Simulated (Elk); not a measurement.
Band structure of NiSi₂ (Fm-3m, 3 atoms in the cell).

```xyz
3
Lattice="0.0000 2.7364 2.7364 2.7364 0.0000 2.7364 2.7364 2.7364 0.0000" Properties=species:S:1:pos:R:3 pbc="T T T"
Si     1.3682     1.3682     1.3682
Si     4.1046     4.1046     4.1046
Ni     0.0000     0.0000     0.0000
```

Method of the run: PBE, all-electron FP-LAPW, Elk's shipped species files, APW+lo basis with extra local orbitals run with Elk.

Settings: xctype = 20; rgkmax = 7.5; stype = 3; swidth = 0.00183747 Ha; ngridk = 14 14 14; gmaxvr = 14 1/bohr; nxlo = 2; lorbcnd = true; rmtscf = 0.91; lmaxi = 3.

The starting cell has typed, rounded lattice constants, without a prior relaxation at this level. Its lattice was rescaled by a random factor within 2.5 % of one. Spin polarisation is off. Values depend on the basis (sphere radii, cutoffs, local orbitals), which need not be converged.

Levels in eV from the Fermi level, bands 9 to 16:
```
point      9     10     11     12     13    14    15    16
-----  -----  -----  -----  -----  -----  ----  ----  ----
Γ      -3.33  -0.57   1.68   1.68   1.68  2.28  2.28  2.28
X      -3.42  -3.42  -3.28  -2.95  -0.44  1.48  7.72  8.03
W      -3.55  -3.42  -3.02  -2.31   2.14  2.14  4.69  5.18
K      -3.60  -3.25  -2.77  -2.51   0.18  3.65  4.61  6.11
L      -3.15  -3.15  -1.38  -1.38   1.72  1.81  1.81  2.39
U      -3.60  -3.25  -2.77  -2.51   0.18  3.65  4.61  6.11
```

Bands cross the Fermi level along this path, so the cell is metallic at this level.
